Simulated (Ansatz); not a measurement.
For ZrN in the rock salt structure at 850 K, the quasi-harmonic free energy with DFT at the PBEsol level (Ansatz, a program for electronic structure) gives a volume expansion coefficient α_V = 27.27 × 10⁻⁶ K⁻¹, an isothermal bulk modulus B_T = 237.1 GPa, a molar volume V_m = 14.526 cm³/mol and C_V = 49.74 J/(mol K). 

Q: Work out the Grüneisen parameter, C_P and the adiabatic bulk modulus.

A: γ = α_V B_T V_m / C_V = 1.89. C_P − C_V = α_V² B_T V_m T = 2.18 J/(mol K), so C_P = 51.92 J/(mol K). B_S = B_T C_P/C_V = B_T (1 + α_V γ T) = 247.5 GPa.
